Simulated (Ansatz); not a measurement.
InF₃ (R-3c, No. 167; cell taken from a computed entry) was calculated with LDA (Ansatz, a program for electronic structure, plane waves, PAW).

Numerical settings: plane-wave cutoff 500 eV, 10×10×10 k mesh, gaussian smearing 0.02 eV, scalar-relativistic PAW data made under PBE.

Cell (relaxed at this level):

```
CELL_PARAMETERS angstrom
      2.54184     1.46753     4.85438
     -2.54184     1.46753     4.85438
      0.00000    -2.93507     4.85438
ATOMIC_POSITIONS crystal
  In 0.50000 0.50000 0.50000
  In 0.00000 0.00000 0.00000
  F  0.40410 0.75000 0.09590
  F  0.59590 0.25000 0.90410
  F  0.09590 0.40410 0.75000
  F  0.90410 0.59590 0.25000
  F  0.75000 0.09590 0.40410
  F  0.25000 0.90410 0.59590
```

Question: Estimate the band gap that the calculation returns.

Answer: 
- band gap: 4.26 eV (on the SCF k mesh)

Note: the relaxation could not lower the start's symmetry, so the cell can be a saddle point above a distorted one.

Spin–orbit coupling is not included.
